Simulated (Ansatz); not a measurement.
Take BN in the wurtzite structure (space group P6_3mc, No. 186; a = 2.523 Å, c = 4.175 Å) as the base. Axes: x lies along a and z along c of the hexagonal cell.

Computed with plane-wave PAW DFT at the LDA level (Ansatz, a first-principles code, 420 eV), no SOC.

Before the change:

| Property | Result |
|---|---|
| Pressure | 0.00 GPa |

It is then changed as follows: tensor shear ε_xz = +1.00 % (engineering shear γ = 0.0200), atoms relaxed at fixed cell.

### Question
What happens to the energy relative to the base?

### Answer
The energy increases by 2.5 meV/atom.

### Question
Estimate the effect on the pressure.

### Answer
The pressure (mean of the normal stresses, compression positive) goes from zero to 0.06 GPa.

The cells carry an imposed strain or load. Stability against distortions was not tested.
